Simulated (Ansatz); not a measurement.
The reference is Zr in the hcp (Mg type) structure (space group P6_3/mmc, No. 194; relaxed with 0.1 eV smearing).

```yaml
crystal:
  lattice:
    - [3.23041, 0.00000, 0.00000]
    - [-1.61520, 2.79762, 0.00000]
    - [0.00000, 0.00000, 5.17879]
  atoms:
    - { symbol: Zr, position: [0.66667, 0.33333, 0.75000] }
    - { symbol: Zr, position: [0.33333, 0.66667, 0.25000] }
```

Cartesian axes are those of the cell as printed.

Calculations: PBE (Ansatz, an electronic-structure program), scalar-relativistic without spin-orbit coupling.

Perturbation: uniaxial strain ε_zz = +1.00 %, all other strain components held at zero, atoms relaxed at fixed cell.

Q: Predict the stress tensor and what it implies for the stiffness.

A: Stress of the strained cell less that of the base (GPa, compression positive):
```
   -0.6     0.0     0.0
    0.0    -0.6     0.0
    0.0     0.0    -1.6
```

Then −Δσ_ii/ε with ε = 0.0100 gives relaxed-ion elastic constants: C33 ≈ 158 GPa, C13 ≈ 65 GPa and C23 ≈ 65 GPa.

Whether these cells are dynamically stable was not tested. All final runs are without spin polarisation.
